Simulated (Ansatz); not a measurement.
Take BP in the zinc blende structure (space group F-43m, No. 216; a = 4.520 Å) as the base.

Calculations: Ansatz (a first-principles code), PBEsol, PAW, cutoff 420 eV, no spin-orbit coupling.

Before the change:

Hole mass: 0.25, 0.25, 0.34 mₑ (at Γ)
Gap character: indirect, Γ → Γ–X (83 % along)
Density: 3.01 g/cm³
Band gap: 1.11 eV

One thing is altered: In takes the place of B on all its sites, then cell and atoms are relaxed.

Tabulated Pauling electronegativity and covalent radius: B 2.04, 0.84 Å; In 1.78, 1.42 Å.

What does the calculation give for the hole mass, gap character, density and band gap after the change?

The hole mass (degenerate bands, along [100]) changes from 0.25, 0.25, 0.34 mₑ (at Γ) to 0.045, 0.43, 0.43 mₑ (at Γ); the gap character becomes direct at Γ (base: indirect, Γ → Γ–X (83 % along)); the density grows by 1.76 g/cm³ to 4.77 g/cm³; the band gap decreases by 0.54 eV, from 1.11 eV to 0.57 eV.

Effective masses come from finite differences of ±0.01 Å⁻¹. No phonon test of stability was made.
